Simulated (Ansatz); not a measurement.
SiO₂ (model structure, started from the tetragonal ZrO2 type, P4₂/nmc, No. 137, 6 atoms in the cell)

Calculation: G0W0@PBEsol+SOC (Ansatz, a quantum-chemistry and plane-wave program, plane waves, hard PAW, contour deformation, complete-basis limit, spin–orbit shift from PBEsol).

Numerical settings: largest k mesh 8×8×2 (not extrapolated in the mesh).

Cell (relaxed with PBEsol):

```cif
data_O4Si2
_chemical_formula_sum 'Si2 O4'
_space_group_name_H-M_alt 'P42/nmc :1'
_space_group_IT_number 137
_space_group_name_Hall 'P 4n 2n -1n'
_cell_length_a 2.82148
_cell_length_b 2.82148
_cell_length_c 8.57992
_cell_angle_alpha 90.000
_cell_angle_beta 90.000
_cell_angle_gamma 90.000
loop_
_space_group_symop_operation_xyz
  'x, y, z'
  '-y+1/2, x+1/2, z+1/2'
  '-x, -y, z'
  'y+1/2, -x+1/2, z+1/2'
  'x+1/2, -y+1/2, -z+1/2'
  '-y, -x, -z'
  '-x+1/2, y+1/2, -z+1/2'
  'y, x, -z'
  '-x+1/2, -y+1/2, -z+1/2'
  'y, -x, -z'
  'x+1/2, y+1/2, -z+1/2'
  '-y, x, -z'
  '-x, y, z'
  'y+1/2, x+1/2, z+1/2'
  'x, -y, z'
  '-y+1/2, -x+1/2, z+1/2'
loop_
_atom_site_label
_atom_site_type_symbol
_atom_site_symmetry_multiplicity
_atom_site_Wyckoff_symbol
_atom_site_fract_x
_atom_site_fract_y
_atom_site_fract_z
_atom_site_occupancy
Si1 Si 2 a 0.00000 0.00000 0.00000 1
O1 O 4 d 0.00000 0.50000 0.09948 1
```

For SiO₂ (model structure, started from the tetragonal ZrO2 type, P4₂/nmc, No. 137, 6 atoms in the cell), the band gap is 8.41 eV.

Note: the correction to the complete basis was taken at k points off the band edges; spin–orbit coupling enters as the shift of the gap found with a semilocal functional; the relaxation could raise the start's symmetry but not lower it, so the cell can be a saddle point.

A model structure was made by putting elements into a prototype or built by hand; it is no filed structure, need not be a known phase, and can be a saddle point held by its symmetry.
